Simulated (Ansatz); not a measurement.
```yaml
crystal:
  lattice:
    - [5.02084, 0.00010, 0.05921]
    - [-2.51032, 4.34834, -0.04757]
    - [-0.10606, -1.55962, 25.50719]
  atoms:
    - { symbol: Si, position: [0.06793, 0.43553, 0.05050] }
    - { symbol: Si, position: [0.55011, 0.54537, 0.19390] }
    - { symbol: Si, position: [0.50898, 0.00639, 0.12115] }
    - { symbol: O, position: [0.35659, 0.38292, 0.03438] }
    - { symbol: O, position: [0.60231, 0.84997, 0.16618] }
    - { symbol: O, position: [0.79714, 0.15613, 0.08161] }
    - { symbol: O, position: [0.87239, 0.61974, 0.22161] }
    - { symbol: O, position: [0.43933, 0.26295, 0.14918] }
    - { symbol: O, position: [0.19519, 0.75101, 0.08891] }
    - { symbol: Si, position: [0.03774, 0.52612, 0.26586] }
    - { symbol: Si, position: [0.58499, 0.62806, 0.41003] }
    - { symbol: Si, position: [0.52594, 0.07689, 0.33802] }
    - { symbol: O, position: [0.28685, 0.45069, 0.23786] }
    - { symbol: O, position: [0.64255, 0.93454, 0.38208] }
    - { symbol: O, position: [0.78581, 0.21925, 0.29344] }
    - { symbol: O, position: [0.90755, 0.69969, 0.43714] }
    - { symbol: O, position: [0.46702, 0.34216, 0.36575] }
    - { symbol: O, position: [0.20461, 0.81051, 0.31015] }
    - { symbol: Si, position: [0.07816, 0.61766, 0.48223] }
    - { symbol: Si, position: [0.68700, 0.74278, 0.62342] }
    - { symbol: Si, position: [0.56081, 0.17369, 0.55479] }
    - { symbol: O, position: [0.32622, 0.53911, 0.45468] }
    - { symbol: O, position: [0.67450, 0.03327, 0.60010] }
    - { symbol: O, position: [0.83125, 0.31766, 0.51185] }
    - { symbol: O, position: [0.03849, 0.81589, 0.63281] }
    - { symbol: O, position: [0.50124, 0.44403, 0.58126] }
    - { symbol: O, position: [0.24811, 0.91356, 0.52421] }
    - { symbol: Pd, position: [0.47500, 0.62906, 0.70694] }
    - { symbol: Pd, position: [0.13909, 0.95982, 0.70893] }
    - { symbol: Pd, position: [0.80414, 0.29150, 0.70852] }
    - { symbol: Pd, position: [0.48459, 0.99166, 0.79504] }
    - { symbol: Pd, position: [0.14682, 0.31953, 0.79490] }
    - { symbol: Pd, position: [0.81935, 0.65596, 0.79584] }
    - { symbol: Pd, position: [0.49867, 0.35569, 0.88012] }
    - { symbol: Pd, position: [0.17801, 0.70061, 0.88212] }
    - { symbol: Pd, position: [0.83293, 0.01599, 0.88277] }
    - { symbol: Pd, position: [0.54930, 0.72111, 0.96949] }
    - { symbol: Pd, position: [0.21541, 0.05450, 0.96877] }
    - { symbol: Pd, position: [0.87127, 0.40019, 0.96704] }
```

The first 27 atoms are the substrate (SiO2-q), the rest the film (Pd).

These are PBE (plane waves to 420 eV, PAW; Ansatz, a quantum-chemistry and plane-wave program) values and carry that method's errors. Spin–orbit coupling is left out; the runs are not spin-polarised; PBE gaps are too small against experiment. Its k-point mesh 7×7×1, Fermi–Dirac width 0.05 eV.

Question: Describe the bonding at the interfaces and give the barriers.

Answer: A periodic stack without vacuum, fcc Pd (1 1 1) on alpha quartz (0 0 1) (film strained to the substrate, started from cuts of the bulks and a machine-learned relaxation; slabs Si9O18 and Pd12, which can lie off the formulas): substrate slab Si9O18, film Pd12, surface cells [[1, 0], [0, 1]] and [[1, -2], [1, 1]], film strained by +4.0 and +4.0 %, outermost planes O/O and Pd/Pd as cut, which need not be the usual terminations and can put a slab off its formula.
* **interface area**: 21.8 Å²
* **period**: 25.50 Å
* **heights between the nearest atoms of the two slabs at the two interfaces**: 1.89 and 1.65 Å
* **Pd–Si contacts across the interfaces within 1.22 times the sum of covalent radii**: 4, mean 2.64 Å
* **O–Pd contacts across the interfaces within 1.22 times the sum of covalent radii**: 3, mean 2.14 Å
* **hole barrier (PBE, at the middle of a substrate layer that carries a field)**: 2.13 eV
* **electron barrier (PBE, at the middle of a substrate layer that carries a field)**: 3.55 eV
* **slope of the mean potential energy in the substrate**: +1.1 MV/cm × e
